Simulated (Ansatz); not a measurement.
Effect of strain tensor (xx, yy, zz, yz, xz, xy) = (+1.00, −2.23, −0.12, −0.15, −0.63, +0.37) % on WC

Consider WC (space group P-6m2, No. 187; a = 2.899 Å, c = 2.827 Å; relaxed with 0.1 eV smearing). Axes: x lies along a and z along c of the hexagonal cell.

The change: the symmetric strain tensor [0.0100 0.0036 -0.0062; 0.0036 -0.0223 -0.0014; -0.0062 -0.0014 -0.0012]; the atoms relax in the strained cell.

Computed with PBEsol (Ansatz, a first-principles code), no spin-orbit coupling, earlier PAW set. Settings: 23×23×20 k-points, 0.1 eV Fermi–Dirac smearing.

The volume per atom falls by 0.14 Å³, from 10.29 Å³ to 10.15 Å³ and the energy goes up by 13 meV/atom. The pressure (mean of the normal stresses, compression positive) goes from zero to 5.8 GPa and the band gap remains zero. The stress (xx, yy, zz, yz, xz, xy; compression positive) amounts to (-1.1, 14.9, 3.6, 1.0, 4.1, -2.0) GPa.

Final structure:

```xyz
2
Lattice="2.9283 0.0106 -0.0181 -1.4550 2.4496 0.0054 -0.0177 -0.0041 2.8237" Properties=species:S:1:pos:R:3 pbc="T T T"
W      0.0012     0.0059     0.0002
C      1.4572     0.8156     1.4013
```

Whether these cells are dynamically stable was not tested. The final runs are not spin-polarised.
